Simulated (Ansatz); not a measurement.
# Electron-phonon data for La3AlN (Pm-3m)

Given:

```xyz
5
Lattice="5.0250 0.0000 0.0000 0.0000 5.0250 0.0000 0.0000 0.0000 5.0250" Properties=species:S:1:pos:R:3 pbc="T T T"
La     2.5125     2.5125     0.0000
La     0.0000     2.5125     2.5125
La     2.5125     0.0000     2.5125
Al     0.0000     0.0000     0.0000
N      2.5125     2.5125     2.5125
```

The numbers are results of PBEsol, DFPT electron-phonon coupling, linearised Boltzmann equation (plane waves, PAW, scalar-relativistic; Ansatz, a first-principles code), not measurements. Geometry: relaxed with this functional, without spin-orbit coupling.

The resistivity at 300 K is 33 μΩ·cm and the resistivity at 77 K comes out as 5.6 μΩ·cm. The Hall coefficient at 300 K is 21 ×10⁻¹¹ m³/C.

A metal at this level (no band gap). Only scattering by harmonic phonons is included (no impurities, grain boundaries, electron-electron scattering or thermal expansion). Spin-orbit coupling is left out. Halving the electron mesh (16x16x16) moves the resistivity by up to 2 % at 300 K. Smearing 0.20 eV; phonons on a 3x3x3 q mesh, which this run doesn't test and which matters most at low temperature.

Computed structure with no diffraction record at hand here (it may be known, metastable or hypothetical): La3AlN (Pm-3m).
